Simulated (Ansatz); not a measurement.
Given:

```xyz
2
Lattice="0.0000 2.9392 2.9392 2.9392 0.0000 2.9392 2.9392 2.9392 0.0000" Properties=species:S:1:pos:R:3 pbc="T T T"
P      1.4696     1.4696     1.4696
In     0.0000     0.0000     0.0000
```

No spin polarisation.

All numbers come from PBE (Ansatz, an electronic-structure program; PAW; 420 eV plane waves; spin-orbit coupling left out). Γ-centred 10×10×10 mesh, Fermi–Dirac width 0.05 eV.

**Question.** Predict the hole mass, gap character, width of the top valence band and pressure.

**Answer.** 
- Hole mass (degenerate bands, along [100]) = 0.053, 0.44, 0.44 mₑ (at Γ)
- Gap character = direct at Γ
- Width of the top valence band = 2.87 eV
- Pressure = 2.69 GPa

The cells carry an imposed strain or load. Masses are band curvatures over ±0.01 Å⁻¹ around the edge. No phonon test of stability was made. The cell was made from InP in the zinc blende structure (space group F-43m, No. 216) by this change: isotropic strain −1.36 %.
